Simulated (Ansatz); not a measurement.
System: C11b MoSi₂. Method: revPBE (PAW; Ansatz, an electronic-structure program).

Settings: plane-wave cutoff 520 eV, 24×24×24 k mesh, Fermi–Dirac smearing 0.05 eV, no spin polarisation, scalar-relativistic PAW data made under PBE.

Equation-of-state points:

| V (Å³/atom) | E − E_lowest (meV/atom) | P (GPa) |
|---|---|---|
| 13.157 | 14.70 | 8.91 |
| 13.431 | 3.54 | 4.21 |
| 13.705 | 0.00 | 0.00 |
| 13.979 | 3.29 | -3.78 |
| 14.253 | 12.69 | -7.16 |

Problem. Estimate the bulk modulus from the pressures at 13.431 and 13.979 Å³/atom, and compare it with a fit to all energies.

Solution. B = −V dP/dV. Between V = 13.431 and 13.979 Å³/atom, dP/dV = (-3.78 − (4.21))/(13.979 − 13.431) = -14.6 GPa per Å³/atom; at the midpoint 13.705 Å³/atom this gives B ≈ 200 GPa. The third-order Birch–Murnaghan fit gives V0 = 13.705 Å³/atom, B0 = 199 GPa, B′ = 4.5, which lies within 1 % of that estimate.

Shape and atoms are relaxed at each volume.

Measured, for comparison: bulk modulus 222 ± 2 GPa (room temperature, no zero-point or thermal correction, B' = 4; as tabulated in Structural stability of MoSi2 and Mo5Si3 under high pressure, Chin. Phys. B 26 …). Computed (rounded) less measured: bulk modulus -10 %.

Note: the bulk modulus comes from volumes at which shape and atoms were relaxed.

Cost on a shared machine: roughly 13 core-minutes.
